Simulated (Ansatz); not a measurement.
Consider CdS in the zinc blende structure (space group F-43m, No. 216; a = 5.878 Å). Axes: x, y, z lie along the cube axes.

Computed with Kohn–Sham DFT with the r2SCAN functional, run in Ansatz (a quantum-chemistry and plane-wave program) with PAW and 500 eV plane waves, no SOC.

Before the change:

```
Item                                Result
---------------------  -------------------
Band gap                           1.54 eV
Valence-band top at Γ  0.00, 0.00, 0.00 eV
```

Perturbation: uniaxial strain ε_zz = −2.50 %, all other strain components held at zero, atoms relaxed at fixed cell.

What happens to the energy relative to the base, stress, band gap, hole mass and valence-band top at Γ?

The energy rises by 3.7 meV/atom; the stress (xx, yy, zz, yz, xz, xy; compression positive) is (1.48, 1.48, 1.87, 0.00, 0.00, 0.00) GPa; the band gap stays essentially unchanged (1.54 eV against 1.55 eV); the hole mass amounts to 0.17 mₑ along z, 0.75 mₑ across (at Γ); the valence-band top at Γ (three highest levels, from the VBM) changes from 0.00, 0.00, 0.00 eV to 0.00, -0.07, -0.07 eV.

Effective masses come from finite differences of ±0.01 Å⁻¹. Whether these cells are dynamically stable was not tested.
